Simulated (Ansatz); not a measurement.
## Effect of pressure 3 GPa on NbN

Take NbN (space group P6_3/mmc, No. 194; a = 2.963 Å, c = 11.155 Å) as the base.

It is then changed as follows: a hydrostatic pressure of 3 GPa.

Calculations: PBEsol (Ansatz, a first-principles code, PAW, without spin-orbit coupling). Settings: 18×18×5 k-points, 0.05 eV Fermi–Dirac smearing.

- Volume per atom = 10.51 Å³ (base 10.60 Å³)
- Density = 8.45 g/cm³ (base 8.37 g/cm³)
- Lattice parameter a = 2.952 Å (base 2.963 Å)
- c/a ratio = 3.775 (base 3.764)
- Enthalpy H = E + PV relative to the base's energy = +0.20 eV/atom
- Band gap = zero (base zero)

Cost of the whole job for the changed cell (relaxation, final SCF and bands): around 2.3 core-minutes (rough).

Load acts through the strain it causes; cell and atoms are relaxed under it. Stability against distortions was not tested. All final runs are without spin polarisation.
